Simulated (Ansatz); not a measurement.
## Lu under a change: x(Ta) = 0.375, 8 atoms, P-6m2

Base system: Lu in the hcp (Mg type) structure (space group P6_3/mmc, No. 194; a = 3.5043 Å, c = 5.4522 Å).

The other end (x = 1) is Ta in the hcp (Mg type) structure (space group P6_3/mmc, No. 194; a model cell, its experimental status unchecked): 18.48 Å³/atom, gap zero; this end may not be an ambient phase.

The change: Ta replaces 37.5 % of the Lu, ordered in a cell of 8 atoms (starting symmetry P-6m2) and fully relaxed.

Calculations: Kohn–Sham DFT with the r2SCAN functional, run in Ansatz (an electronic-structure program) with PAW and 500 eV plane waves, scalar-relativistic without spin-orbit coupling. Settings: 8×8×9 k-points, 0.05 eV Fermi–Dirac smearing, for the changed cell.

The volume per atom falls by 5.31 Å³ to 23.68 Å³ and the density rises by 2.41 g/cm³ (10.02 g/cm³ → 12.43 g/cm³). The shortest interatomic distance falls by 0.491 Å to 2.904 Å and the band gap is still zero. The mixing energy amounts to +0.17 eV/atom (to 0.01 eV only: unlike meshes or grids) (against an end that may be hypothetical) and the deviation of the volume from the linear (Vegard-type) interpolation is -5.5 %.

Cost of the whole job for the changed cell (relaxation, final SCF and bands): very roughly 50 core-minutes.

These are small ordered cells, not random alloys; other orderings at the same x differ. Stability against distortions was not tested. All final runs are without spin polarisation. Lu5Ta3 has a high density of states at the Fermi level and may be magnetic at this level. This is not the structure that Ta has at room temperature and ambient pressure.
